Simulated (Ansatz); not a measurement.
# Sn under a change: uniaxial strain ε_zz = +1.82 %

Take Sn in the diamond structure (space group Fd-3m, No. 227; a = 6.655 Å; relaxed with 0.1 eV smearing) as the base. Axes: x, y, z lie along the cube axes.

The change: the cell is stretched by 1.82 % along z with no lateral relaxation, atoms relaxed at fixed cell.

Level of theory: PBE, PAW, 420 eV (Ansatz, a first-principles code; no spin-orbit coupling). k-mesh 15×15×15 (Γ-centred); smearing 0.1 eV (Fermi–Dirac).

- Volume per atom = 37.52 Å³ (base 36.85 Å³)
- Space group = I4_1/amd (No. 141) (base Fd-3m (No. 227))
- Shortest interatomic distance = 2.899 Å (base 2.882 Å)
- Energy relative to the base (free energy F) = +2.0 meV/atom
- Pressure (mean of the normal stresses, compression positive) = -0.6 GPa (base 0.0 GPa)
- Band gap = zero (base zero)
- Stress (xx, yy, zz, yz, xz, xy; compression positive) = (-0.4, -0.4, -1.0, 0.0, 0.0, 0.0) GPa

No phonon test of stability was made.
